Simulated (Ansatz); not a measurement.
Start from CdS in the zinc blende structure (space group F-43m, No. 216).

```yaml
crystal:
  lattice:
    - [0.00000, 2.91212, 2.91212]
    - [2.91212, 0.00000, 2.91212]
    - [2.91212, 2.91212, 0.00000]
  atoms:
    - { symbol: Cd, position: [0.00000, 0.00000, 0.00000] }
    - { symbol: S, position: [0.25000, 0.25000, 0.25000] }
```

Cartesian axes are those of the cell as printed.

Calculations: Kohn–Sham DFT with the PBEsol functional, run in Ansatz (an electronic-structure program) with PAW and 420 eV plane waves, no spin-orbit coupling.

Strains are applied to the cell and any free atomic positions relax; under biaxial strain the out-of-plane vector relaxes too.

One change was made to it. Results:

The electron mass changes from 0.11 mₑ (at Γ) to 0.12 mₑ out of plane, 0.11 mₑ in plane (at Γ); the energy goes up by 1.7 meV/atom.

Task: Which change produced these results?
A) biaxial strain +0.50 %, plane normal [001], relaxed out of plane
B) biaxial strain −2.00 %, plane normal [001], relaxed out of plane
C) biaxial strain −1.50 %, plane normal [001], relaxed out of plane

Result: C, biaxial strain −1.50 %, plane normal [001], relaxed out of plane. For comparison, the energy relative to the base in the other runs: biaxial strain −2.00 %, plane normal [001], relaxed out of plane gives +3.1 meV/atom; biaxial strain +0.50 %, plane normal [001], relaxed out of plane gives +0.2 meV/atom.

The levels and masses belong to the bands next to the band gap. Masses are band curvatures over ±0.01 Å⁻¹ around the edge. Whether these cells are dynamically stable was not tested.
